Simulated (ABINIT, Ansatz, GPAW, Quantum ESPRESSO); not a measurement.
## TaOs3 (Pm-3m, 4 atoms in the cell) computed with different codes at matched settings

Self-consistent single point.

```xyz
4
Lattice="3.9150 0.0000 0.0000 0.0000 3.9150 0.0000 0.0000 0.0000 3.9150" Properties=species:S:1:pos:R:3 pbc="T T T"
Ta     0.0000     0.0000     0.0000
Os     0.0000     1.9575     1.9575
Os     1.9575     0.0000     1.9575
Os     1.9575     1.9575     0.0000
```

Shared settings, as Ansatz (an electronic-structure program) writes them: kpoints.mp_grid.grid = 3 3 3; scf.occupations.method = fermi_dirac; scf.occupations.width = 0.1 eV. Potentials and cutoffs stand in the table.

```csv
code,model,pressure (GPa),cutoff
Ansatz,"PBEsol, PAW files made with PBE",-6.34,default
ABINIT,"PBEsol, norm-conserving pseudopotentials (PseudoDojo nc-sr-04 PBEsol standard)",-6.47,37 Ha
Quantum ESPRESSO,"PBEsol, PseudoDojo standard norm-conserving (PBESOL) pseudopotentials",-6.47,75 Ry
GPAW,"PBEsol, GPAW PAW datasets PBEsol (made by gpaw-setup)",-7.48,550 eV
```

On Ansatz's run: spin-orbit coupling is off. Spin polarisation is off.

The spread over the programs that give each value: pressure within 1.14 GPa.

Ansatz's pressure is given at a fixed set of plane waves, as the other plane-wave codes print theirs; with its correction for the finite basis it is -6.25 GPa. In the pressure, GPAW (by 1.00) lies more than 1 GPa from the median of the plane-wave programs.

On the base mesh (7 7 7) the same programs gave: Ansatz pressure -6.16 GPa; Quantum ESPRESSO pressure -6.28 GPa; ABINIT pressure -6.29 GPa; GPAW pressure -7.34 GPa.

The starting cell comes from a database of computed structures (which also holds hypothetical and non-ambient phases and stackings), without a prior relaxation at this level.

Left out of this page: CP2K (on another mesh); Elk and FLEUR (not drawn, or without a comparable value); SIESTA (failed or unconverged).

Keys are those of Ansatz 0.2.
